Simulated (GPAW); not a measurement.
Worked example: self-consistent single point of MgH2 (P4_2/mnm, 6 atoms in the cell) in GPAW

Method of the run: PBE, GPAW PAW datasets PBE (gpaw-data 1.0.1) (plane waves; GPAW).

This input was run:

```python
from ase import Atoms
from ase.units import GPa
from gpaw import GPAW, PW, FermiDirac

atoms = Atoms(['Mg', 'Mg', 'H', 'H', 'H', 'H'],
              cell=[[4.520000, 0.000000, 0.000000],
                    [0.000000, 4.520000, 0.000000],
                    [0.000000, 0.000000, 3.020000]],
              scaled_positions=[[0.000000, 0.000000, 0.000000],
                                [0.500000, 0.500000, 0.500000],
                                [0.304000, 0.304000, 0.000000],
                                [0.804000, 0.196000, 0.500000],
                                [0.196000, 0.804000, 0.500000],
                                [0.696000, 0.696000, 0.000000]],
              pbc=True)

calc = GPAW(mode=PW(850),
            xc='PBE',
            kpts=(5, 5, 7),
            occupations=FermiDirac(0.01),
            nbands=-4,
            convergence={'density': 1e-05, 'bands': -2},
            symmetry={'symmorphic': False, 'tolerance': 0.0005},
            maxiter=120)

atoms.calc = calc

energy = atoms.get_potential_energy()
print('Energy (eV):', round(energy, 6))
forces = atoms.get_forces()
print('Forces (eV/Ang):')
print(forces.round(5))
stress = atoms.get_stress()
print('Stress (GPa, Voigt):', (stress / GPa).round(4))
```

Output, abridged:

```
Input parameters:
  convergence: {bands: -2,
                density: 1e-05}
  kpts: [5 5 7]
  maxiter: 120
  mode: {ecut: 850.0,
         name: pw}
  nbands: -4
  occupations: {fixmagmom: False,
                name: fermi-dirac,
                width: 0.01}
  symmetry: {symmorphic: False,
             tolerance: 0.0005}
  xc: PBE

species:
  Mg:
    name: Magnesium
    Z: 12.0
    valence: 10
    core: 2
    charge: 0.0
    file: Mg.PBE.gz

    # Using partial waves for Mg as LCAO basis

  H:
    name: Hydrogen
    Z: 1.0
    valence: 1
    core: 0
    charge: 0.0
    file: H.PBE.gz

    # Using partial waves for H as LCAO basis

Reference energy: -10949.250426  # eV

Spin-paired calculation

Convergence criteria:
 Maximum [total energy] change in last 3 cyles: 0.0005 eV / valence electron
 Maximum integral of absolute [dens]ity change: 1e-05 electrons / valence electron
 Maximum integral of absolute [eigenst]ate change: 4e-08 eV^2 / valence electron
 Maximum number of scf [iter]ations: 120

Symmetries present (total): 16
Symmetries with fractional translations: 8
175 k-points: 5 x 5 x 7 Monkhorst-Pack grid
24 k-points in the irreducible part of the Brillouin zone
       k-points in crystal coordinates                weights
   0:     0.00000000    0.00000000    0.00000000          1/175
   1:     0.00000000    0.00000000    0.14285714          2/175
   2:     0.00000000    0.00000000    0.28571429          2/175
   [... 7 lines left out ...]
          ...
  23:     0.40000000    0.40000000    0.42857143          8/175

Wave functions: Plane wave expansion
  Cutoff energy: 850.000 eV
  Number of coefficients (min, max): 3451, 3488
  Pulay-stress correction: 0.000000 eV/Ang^3 (de/decut=0.000000)

Occupation numbers: Fermi-Dirac:
  width: 0.0100  # eV

Eigensolver

Densities:
  Coarse grid: 32*32*24 grid
  Fine grid: 64*64*48 grid
  Total Charge: 0.000000

Density mixing:
  Method: separate
  Backend: pulay
  Linear mixing parameter: 0.05
  old densities: 5
  Damping of long wavelength oscillations: 50

Hamiltonian:
  XC and Coulomb potentials evaluated on a 64*64*48 grid
  External potential:
    NoExternalPotential

XC parameters: PBE with 2 nearest neighbor stencil

Number of atoms: 6
Number of atomic orbitals: 20
Number of bands in calculation: 16
Number of valence electrons: 24
Bands to converge: 14

Density initialized from atomic densities
  16 bands from LCAO basis set

Atomic positions and initial magnetic moments

Positions:
   0 Mg     0.000000    0.000000    0.000000    ( 0.0000,  0.0000,  0.0000)
   1 Mg     2.260000    2.260000    1.510000    ( 0.0000,  0.0000,  0.0000)
   2 H      1.374080    1.374080    0.000000    ( 0.0000,  0.0000,  0.0000)
   3 H      3.634080    0.885920    1.510000    ( 0.0000,  0.0000,  0.0000)
   4 H      0.885920    3.634080    1.510000    ( 0.0000,  0.0000,  0.0000)
   5 H      3.145920    3.145920    0.000000    ( 0.0000,  0.0000,  0.0000)

Unit cell:
           periodic     x           y           z      points  spacing
  1. axis:    yes    4.520000    0.000000    0.000000    32     0.1412
  2. axis:    yes    0.000000    4.520000    0.000000    32     0.1412
  3. axis:    yes    0.000000    0.000000    3.020000    24     0.1258

  Lengths:   4.520000   4.520000   3.020000
  Angles:   90.000000  90.000000  90.000000

Effective grid spacing dv^(1/3) = 0.1359

     iter     time        total  log10-change:
                         energy   eigst   dens
iter:   1 --:--:--   -18.974248   +0.68
iter:   2 --:--:--   -18.870122   +0.23  -0.94
iter:   3 --:--:--   -17.851346   +0.02  -0.96
iter:   4 --:--:--   -17.873591   -0.58  -1.94
iter:   5 --:--:--   -17.972759   -1.17  -2.03
iter:   6 --:--:--   -17.887096   -2.06  -1.67
iter:   7 --:--:--   -17.887594   -3.03  -2.71
iter:   8 --:--:--   -17.887684c  -3.72  -2.65
iter:   9 --:--:--   -17.887125c  -3.92  -2.63
iter:  10 --:--:--   -17.886968c  -2.25  -2.97
iter:  11 --:--:--   -17.886970c  -2.93  -3.92
iter:  12 --:--:--   -17.886970c  -5.06  -3.89
iter:  13 --:--:--   -17.886970c  -5.97  -3.98
iter:  14 --:--:--   -17.886970c  -6.72  -3.92
iter:  15 --:--:--   -17.886976c  -6.25  -3.96
iter:  16 --:--:--   -17.886970c  -6.68  -3.63
iter:  17 --:--:--   -17.886969c  -7.15  -4.23
iter:  18 --:--:--   -17.886969c  -7.91c -4.31
iter:  19 --:--:--   -17.886970c  -6.87  -4.32
iter:  20 --:--:--   -17.886970c  -7.79c -5.10c

Converged after 20 iterations.

Dipole moment: (-0.000000, -0.000000, -0.000000) |e|*Ang

Energy contributions relative to reference atoms: (reference = -10949.250426)

Kinetic:        +10.492834
Potential:       -9.786193
External:        +0.000000
XC:             -18.537175
Entropy (-ST):   -0.000000
Local:           -0.056436
SIC:             +0.000000
--------------------------
Free energy:    -17.886970
Extrapolated:   -17.886970

Showing only first 2 kpts
 Kpt  Band  Eigenvalues  Occupancy
  0    10     -1.28867    2.00000
  0    11     -0.26569    2.00000
  0    12      4.89935    0.00000
  0    13      5.14835    0.00000

  1    10     -1.08870    2.00000
  1    11     -0.27359    2.00000
  1    12      5.23445    0.00000
  1    13      5.25860    0.00000

Fermi level: 1.29857

Gap: 3.934 eV
Transition (v -> c):
  (s=0, k=4, n=11, [0.20, 0.00, 0.00]) -> (s=0, k=23, n=12, [0.40, 0.40, 0.43])
Direct/indirect transitions are different
Direct gap: 4.779 eV
Transition at: (s=0, k=4, n=11, [0.20, 0.00, 0.00])
Energy (eV): -17.88697

Forces in eV/Ang:
  0 Mg    0.00000   -0.00000    0.00000
  1 Mg    0.00000    0.00000    0.00000
  2 H     0.01301    0.01301    0.00000
  3 H     0.01301   -0.01301    0.00000
  4 H    -0.01301    0.01301    0.00000
  5 H    -0.01301   -0.01301    0.00000

Stress tensor:
     0.001172    -0.000000     0.000000
    -0.000000     0.001172     0.000000
     0.000000     0.000000     0.002829
Stress (GPa, Voigt): [ 0.1877  0.1877  0.4532  0.      0.     -0.    ]
```

The run converged in 20 iterations. GPAW prints stress with tension positive.

The starting cell has typed, rounded lattice constants, without a prior relaxation at this level. Another mesh or the band path of this cell gives a smaller gap, so this value is not converged in the mesh.
